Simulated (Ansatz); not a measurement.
Cubic perovskite CsSnI3 (cubic high-temperature phase) was calculated with r²SCAN (plane waves, PAW; Ansatz, a program for electronic structure).

Run with plane-wave cutoff 560 eV, 6×6×6 k mesh, Fermi–Dirac smearing 0.01 eV, scalar-relativistic PAW data made under PBE.

The cell has the measured lattice: a = b = c = 6.219 Å, α = β = γ = 90.00°.

Problem. Estimate the band gap and Γ–Γ gap that the calculation returns.

Solution. 
- band gap = 0.45 eV
- Γ–Γ gap = 4.98 eV

Note: held by symmetry at 0 K, a high-temperature phase can be a saddle point; cell and atoms aren't relaxed at this level.

Spin–orbit coupling is not included; with these elements it can move the gap by several tenths of an eV or more.

Static lattice: no zero-point or thermal effects.
